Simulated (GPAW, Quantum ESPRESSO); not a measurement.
A GPAW input for a self-consistent single point of LaB₆ (Pm-3m, 7 atoms in the cell) (DFT PBE, plane waves, GPAW PAW datasets PBE (gpaw-data 1.0.1)):

```python
from ase import Atoms
from ase.units import GPa
from gpaw import GPAW

atoms = Atoms(['La', 'B', 'B', 'B', 'B', 'B', 'B'],
              cell=[[4.162161, 0.000000, 0.000000],
                    [0.000000, 4.162161, 0.000000],
                    [0.000000, 0.000000, 4.162161]],
              scaled_positions=[[0.000000, 0.000000, 0.000000],
                                [0.800120, 0.500000, 0.500000],
                                [0.199880, 0.500000, 0.500000],
                                [0.500000, 0.800120, 0.500000],
                                [0.500000, 0.199880, 0.500000],
                                [0.500000, 0.500000, 0.800120],
                                [0.500000, 0.500000, 0.199880]],
              pbc=True)

calc = GPAW(mode={'name': 'pw', 'ecut': 900},
            xc='PBE',
            kpts=(11, 11, 11),
            occupations={'name': 'fermi-dirac', 'width': 0.05},
            nbands=-11,
            convergence={'density': 1e-05},
            symmetry={'symmorphic': False, 'tolerance': 0.0005},
            maxiter=120)

atoms.calc = calc

energy = atoms.get_potential_energy()
print('Energy (eV):', round(energy, 6))
forces = atoms.get_forces()
print('Forces (eV/Ang):')
print(forces.round(5))
stress = atoms.get_stress()
print('Stress (GPa, Voigt):', (stress / GPa).round(4))
```

**Question.** Give the Quantum ESPRESSO input for the same structure, mesh, smearing and functional.

**Answer.** One input that does it (others would too):

```fortran
&CONTROL
 calculation = 'scf'
 outdir = './tmp/'
 pseudo_dir = './'
 tprnfor = .true.
 tstress = .true.
/
&SYSTEM
 ibrav = 1
 A = 4.162161000
 nat = 7
 ntyp = 2
 ecutwfc = 40
 ecutrho = 200
 occupations = 'smearing'
 smearing = 'fermi-dirac'
 degauss = 0.0036749
/
&ELECTRONS
 conv_thr = 1.0d-10
 mixing_beta = 0.4
/
ATOMIC_SPECIES
La   138.9055  la_pbe_v1.uspp.F.UPF
B     10.8100  b_pbe_v1.4.uspp.F.UPF
ATOMIC_POSITIONS {alat}
La    0.000000000    0.000000000    0.000000000
B     0.800120000    0.500000000    0.500000000
B     0.199880000    0.500000000    0.500000000
B     0.500000000    0.800120000    0.500000000
B     0.500000000    0.199880000    0.500000000
B     0.500000000    0.500000000    0.800120000
B     0.500000000    0.500000000    0.199880000
K_POINTS {automatic}
11 11 11  0 0 0
```

Basis, cutoffs, solver keys and any potentials are the target program's own. This input uses DFT, PBE, plane waves, GBRV 1.5 ultrasoft (PBE) pseudopotentials. Both were run: largest force 0.002 eV/Å in GPAW and 0.000 in Quantum ESPRESSO.

On Quantum ESPRESSO: the starting cell comes from a database of computed structures (which also holds hypothetical and non-ambient phases and stackings), without a prior relaxation at this level. Its lattice was rescaled by a random factor within 2.5 % of one.

On GPAW: the starting cell comes from a database of computed structures (which also holds hypothetical and non-ambient phases and stackings), without a prior relaxation at this level. Its lattice was rescaled by a random factor within 2.5 % of one.
